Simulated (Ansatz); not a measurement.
Take an 8-atom supercell of GaSb in the zinc blende structure (space group F-43m, No. 216) at its relaxed geometry as the base.

```yaml
crystal:
  lattice:
    - [-6.13244, 0.00000, 0.00000]
    - [0.00000, 0.00000, 6.13244]
    - [0.00000, 6.13244, 0.00000]
  atoms:
    - { symbol: Sb, position: [0.25000, 0.75000, 0.75000] }
    - { symbol: Sb, position: [0.75000, 0.75000, 0.25000] }
    - { symbol: Sb, position: [0.75000, 0.25000, 0.75000] }
    - { symbol: Sb, position: [0.25000, 0.25000, 0.25000] }
    - { symbol: Ga, position: [0.00000, 0.00000, 0.00000] }
    - { symbol: Ga, position: [0.50000, 0.00000, 0.50000] }
    - { symbol: Ga, position: [0.50000, 0.50000, 0.00000] }
    - { symbol: Ga, position: [0.00000, 0.50000, 0.50000] }
```

Calculations: DFT with r2SCAN, PAW potentials and a 500 eV plane-wave cutoff in Ansatz (a program for electronic structure), scalar-relativistic without spin-orbit coupling.

Before the change:

| Item | Value |
|---|---|
| Pressure | 0.0 GPa |
| Mean distance from the defect site to its nearest host atoms | 2.66 Å |

Perturbation: a neutral Ga vacancy, atoms relaxed at fixed cell, starting from a slightly rattled geometry.

Question: What happens to the pressure, largest displacement of a host atom from its site in the perfect cell and mean distance from the defect site to its nearest host atoms?

Answer: The pressure goes from zero to -2.8 GPa; the largest displacement of a host atom from its site in the perfect cell comes out as 0.09 Å; the mean distance from the defect site to its nearest host atoms drops by 0.09 Å to 2.57 Å.

Other magnetic orders, which the real material may have, were not ruled out. In so small a cell the defect repeats every few ångströms: this is an ordered compound, not a dilute defect. Seeded moments were not kept for Ga vacancy. The defect cell is spin-polarised and ends with 0.0 μB.
